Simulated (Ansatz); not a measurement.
The starting structures come from a database of crystals and need not be the phases stable at ambient conditions.

 Where the default PAW files enter, the runs use the earlier of Ansatz's two default sets.

Inside the gap of an insulator the Bloch states are evanescent, with a wavenumber k + iκ along the transport direction.

Given:

```yaml
crystal:
  lattice:
    - [4.00882, 0.00000, 0.00000]
    - [-2.00441, 6.64712, 0.00000]
    - [2.00441, 0.60442, 3.41873]
  atoms:
    - { symbol: Ga, position: [0.99511, 0.99267, 0.00244] }
    - { symbol: Ga, position: [0.00499, 0.50748, 0.49751] }
    - { symbol: P, position: [0.25005, 0.87507, 0.37498] }
    - { symbol: As, position: [0.24986, 0.37479, 0.87507] }
```

Space group of this cell: R3m. The cell is strained (all lengths scaled by 1.02); by r2SCAN its mean pressure is -4.1 GPa.

Transport runs along the normal of the first two printed cell vectors, the (101) plane of the conventional cell.

The gap is the functional's own, uncorrected, and κ follows it; spin-orbit coupling is left out. Mid-gap values are interpolated between the computed energies.

Q: State the band gap and the smallest decay constant κ at mid-gap according to Ansatz (a quantum-chemistry and plane-wave program) with r2SCAN.

A: Gap 1.04 eV on a 10×10×10 mesh; κ = 0.064 1/Å, at the zone centre.
